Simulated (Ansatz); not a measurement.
Ansatz (a first-principles code) run on Os₂LuSi₂ (I4/mmm, 5 atoms in the cell): self-consistent single point.

Method: r2SCAN, default PAW files made with PBE (plane waves; Ansatz).

The change in words: lattice scaled by 1.015. Reference geometry:
```
Lu(SiOs)2
1.0
   -2.05985     2.05985     4.78670
    2.05985    -2.05985     4.78670
    2.05985     2.05985    -4.78670
Os Lu Si
2 1 2
Direct
  0.75000   0.25000   0.50000
  0.25000   0.75000   0.50000
  0.00000   0.00000   0.00000
  0.37500   0.37500   0.00000
  0.62500   0.62500   0.00000
```

Reference input (self-consistent single point, DFT, r2SCAN, plane waves, default PAW files made with PBE): basis.ecutwfc = 500 eV; kpoints.mp_grid.grid = 8 8 8; hamiltonian.xc = r2scan; hamiltonian.pseudopotentials = {kind: paw} (the program's default PAW files); scf.occupations.method = cold; scf.occupations.width = 0.1 eV. This run's input differs from it in these lines:

Ansatz 0.2 input:
```diff
@@ -3,11 +3,11 @@
   lattice:
-    - [-2.05985000, 2.05985000, 4.78670000]
-    - [2.05985000, -2.05985000, 4.78670000]
-    - [2.05985000, 2.05985000, -4.78670000]
+    - [-2.09074800, 2.09074800, 4.85850000]
+    - [2.09074800, -2.09074800, 4.85850000]
+    - [2.09074800, 2.09074800, -4.85850000]
   atoms:
-    - { symbol: Os, position_ang: [0.00000000, 2.05985000, 2.39335000] }
-    - { symbol: Os, position_ang: [2.05985000, 0.00000000, 2.39335000] }
+    - { symbol: Os, position_ang: [-0.00000000, 2.09074800, 2.42925000] }
+    - { symbol: Os, position_ang: [2.09074800, 0.00000000, 2.42925000] }
     - { symbol: Lu, position_ang: [0.00000000, 0.00000000, 0.00000000] }
-    - { symbol: Si, position_ang: [0.00000000, 0.00000000, 3.59002500] }
-    - { symbol: Si, position_ang: [-0.00000000, 0.00000000, 5.98337500] }
+    - { symbol: Si, position_ang: [-0.00000000, 0.00000000, 3.64387500] }
+    - { symbol: Si, position_ang: [0.00000000, -0.00000000, 6.07312500] }
 basis:
```

Output (repeated stretches shortened):

```
SCF iter   1: F=—  HF=-38820.692655 eV  |F-HF|=—  |Δ(HF+E_count)|=         —  Δρ=1.43e-2  dr2=3.23e-1  dr2_τ=1.19e-1  ethr=1.77e-3  ⟨swp⟩=6.7  Hψ=10017  notcnv=0
all-band conjugate gradients solve this SCF's bands
preconditioner: auto → Kerker (q_TF=auto, 2.609 Å⁻¹)
SCF iter   2: F=—  HF=-38820.686499 eV  |F-HF|=—  |Δ(HF+E_count)|=   6.16e-3  S|Δr|=    0.00e0  Δρ=5.39e-3  dr2=3.06e-2  dr2_τ=1.28e-2  ethr=4.98e-4  ⟨swp⟩=2.9  Hψ=4629  notcnv=0  defer=88
   [... lines left out ...]
SCF iter   7: F=—  HF=-38820.684912 eV  |F-HF|=—  |Δ(HF+E_count)|=   1.05e-4  S|Δr|=    0.00e0  Δρ=4.02e-5  dr2=1.98e-6  dr2_τ=6.96e-8  ethr=4.93e-8  ⟨swp⟩=2.0  Hψ=3445  notcnv=0  defer=88
SCF iter   8: F=—  HF=-38820.684912 eV  |F-HF|=—  |Δ(HF+E_count)|=   4.93e-7  S|Δr|=    0.00e0  Δρ=1.42e-5  dr2=3.36e-7  dr2_τ=2.24e-8  ethr=3.04e-9  ⟨swp⟩=2.0  Hψ=4006  notcnv=0  defer=88
SCF iter   9: F=-38820.684912 eV  HF=-38820.684912 eV  |F-HF|=1.46e-8  |Δ(HF+E_count)|=   1.25e-7  S|Δr|=    0.00e0  Δρ=5.49e-6  dr2=4.17e-8  dr2_τ=6.77e-10  ethr=1.54e-10  ⟨swp⟩=11.8  Hψ=13148  notcnv=0
SCF 1 converged in 9 iterations: F = -38820.684912 eV  dr2 = 4.17e-8
Stability not checked (fill_not_monotonic)
Free energy (F): -38820.684912 eV
Internal energy: -38820.687211 eV  (E = F + TS)
E sigma→0 (E₀):  -38820.685679 eV
Entropy (-TS):   0.002298 eV (0.460 meV/atom)
Fermi energy:    16.212067 eV
--- Forces (eV/Å), atoms counted from 1 ---
  atom   1  Os     0.00000000    -0.00000000     0.00000000
  atom   2  Os     0.00000000     0.00000000     0.00000000
  atom   3  Lu    -0.00000000     0.00000000    -0.00000000
  atom   4  Si     0.00000000    -0.00000000    -0.78919008
  atom   5  Si     0.00000000    -0.00000000     0.78919008
--- Stress (GPa, compression-positive) ---
       -8.735099       0.000000       0.000000
        0.000000      -8.735099       0.000000
        0.000000       0.000000      -8.999826
  P = ⅓ Tr σ = -8.8233 GPa (-88.233 kbar)
  The stress holds the Pulay correction. Without it, at fixed plane waves, as pw.x and ABINIT print it: P = -8.8776 GPa
```

The run converged in 9 iterations. Against the reference run the free energy goes up by 22.1 meV/atom, the pressure goes from -0.37 to -8.82 GPa and the largest force goes from 0.382 to 0.789 eV/Å.

The starting cell comes from a database of published, mostly measured structures (it also holds non-ambient and calculated ones), without a prior relaxation at this level. For this run, on top of that: lattice scaled by 1.015. Spin polarisation is off. Ansatz's pressure includes its estimate of the finite-basis (Pulay) stress.
